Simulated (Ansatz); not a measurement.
**How the equilibrium lattice constant a of MoP (P-6m2, No. 187; start COD 1539074) moves with the method**

No measured value is used here.

```
level (code)     value (Å)
---------------  ---------
LDA (Ansatz)         3.191
PBE (Ansatz)         3.241
PBEsol (Ansatz)      3.206
```

LDA, PBE, PBEsol: the relaxation could not lower the start's symmetry, so the cell can be a saddle point above a distorted one. Ansatz's density-functional and Hartree–Fock values are scalar-relativistic unless marked +SOC, with PAW data made under PBE.

Ansatz is an electronic-structure program.
